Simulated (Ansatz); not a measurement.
A self-consistent single point of CuGaSe₂ (I-42d, 8 atoms in the cell) with Ansatz (an electronic-structure program).

Method: PBE-D3BJ (plane waves, PAW; Ansatz).

```xyz
8
Lattice="-2.7638 2.7638 5.4290 2.7638 -2.7638 5.4290 2.7638 2.7638 -5.4290" Properties=species:S:1:pos:R:3 pbc="T T T"
Ga     0.0000     0.0000     5.4290
Ga     2.7638     0.0000     2.7145
Cu     0.0000     0.0000     0.0000
Cu     0.0000     2.7638     2.7145
Se     1.3819     1.3819     6.7863
Se     1.3819    -1.3819     4.0718
Se     1.3819     1.3819     1.3573
Se    -1.3819     1.3819     4.0718
```

Reference input (self-consistent single point, DFT, PBE, plane waves, default PAW files): kpoints.mp_grid.grid = 6 6 6; hamiltonian.xc = pbe; hamiltonian.pseudopotentials = {kind: paw} (the program's default PAW files); scf.occupations.method = gaussian; scf.occupations.width = 0.01 eV. This run's input differs from it in these lines:

```diff
@@ -18,2 +18,3 @@
   xc: pbe
+  dispersion: d3bj
   pseudopotentials: { kind: paw }
```

The program printed (abridged):

```
SCF iter   1: F=—  HF=-42699.091559 eV  |F-HF|=—  |Δ(HF+E_count)|=         —  Δρ=7.41e-4  dr2=1.14e-3  ethr=1.77e-3  ⟨swp⟩=6.0  Hψ=8176  notcnv=0
all-band conjugate gradients solve this SCF's bands
preconditioner: auto → Resta (q_TF=auto, 2.613 Å⁻¹)
SCF iter   2: F=—  HF=-42699.092363 eV  |F-HF|=—  |Δ(HF+E_count)|=   8.04e-4  Δρ=4.82e-4  dr2=2.88e-4  ethr=8.89e-7  ⟨swp⟩=3.0  Hψ=5119  notcnv=0  defer=220
   [... lines left out ...]
SCF iter   4: F=—  HF=-42699.092392 eV  |F-HF|=—  |Δ(HF+E_count)|=   1.52e-5  Δρ=1.36e-4  dr2=2.04e-5  ethr=2.07e-7  ⟨swp⟩=2.0  Hψ=2816  notcnv=0  defer=220
SCF iter   5: F=—  HF=-42699.092419 eV  |F-HF|=—  |Δ(HF+E_count)|=   2.65e-5  Δρ=4.71e-5  dr2=3.11e-6  ethr=1.60e-8  ⟨swp⟩=2.0  Hψ=3193  notcnv=0  defer=220
SCF iter   6: F=—  HF=-42699.092421 eV  |F-HF|=—  |Δ(HF+E_count)|=   2.76e-6  Δρ=1.62e-5  dr2=5.16e-7  ethr=2.43e-9  ⟨swp⟩=2.0  Hψ=2904  notcnv=0  defer=220
SCF iter   7: F=-42699.092422 eV  HF=-42699.092422 eV  |F-HF|=3.95e-8  |Δ(HF+E_count)|=   5.96e-7  Δρ=5.24e-6  dr2=5.60e-8  ethr=7.81e-11  ⟨swp⟩=8.0  Hψ=11256  notcnv=0
SCF 1 converged in 7 iterations: F = -42699.092422 eV  dr2 = 5.60e-8
Free energy (F): -42699.092422 eV
Internal energy: -42699.092422 eV  (E = F + TS)
E sigma→0 (E₀):  -42699.092422 eV
Fermi energy:    9.774511 eV
--- Forces (eV/Å), atoms counted from 1 ---
  atom   1  Ga     0.00000000    -0.00000000     0.00000000
  atom   2  Ga     0.00000000    -0.00000000     0.00000000
  atom   3  Cu     0.00000000     0.00000000    -0.00000000
  atom   4  Cu     0.00000000    -0.00000000     0.00000000
  atom   5  Se     0.45497216    -0.00000000    -0.00000000
  atom   6  Se    -0.00000000    -0.45497216     0.00000000
  atom   7  Se    -0.45497216     0.00000000     0.00000000
  atom   8  Se    -0.00000000     0.45497216     0.00000000
--- Stress (GPa, compression-positive) ---
        3.763231       0.000000       0.000000
        0.000000       3.763231      -0.000000
        0.000000      -0.000000       3.866644
  P = ⅓ Tr σ = 3.7977 GPa (37.977 kbar)
  The stress holds the Pulay correction. Without it, at fixed plane waves, as pw.x and ABINIT print it: P = 3.7551 GPa
```

The run converged in 7 iterations. Against the reference run the pressure goes from 6.78 to 3.80 GPa, the largest force moves little (0.457 to 0.455 eV/Å) and the gap on the mesh stays at 0.453 eV.

The starting cell has typed, rounded lattice constants, without a prior relaxation at this level. Its lattice was rescaled by a random factor within 2.5 % of one. With a pressure of about 4 GPa the cell is away from its equilibrium volume at this level. Ansatz's pressure includes its estimate of the finite-basis (Pulay) stress.

Cost on one core of a shared machine: roughly 30 s.

Keys are those of Ansatz 0.2.
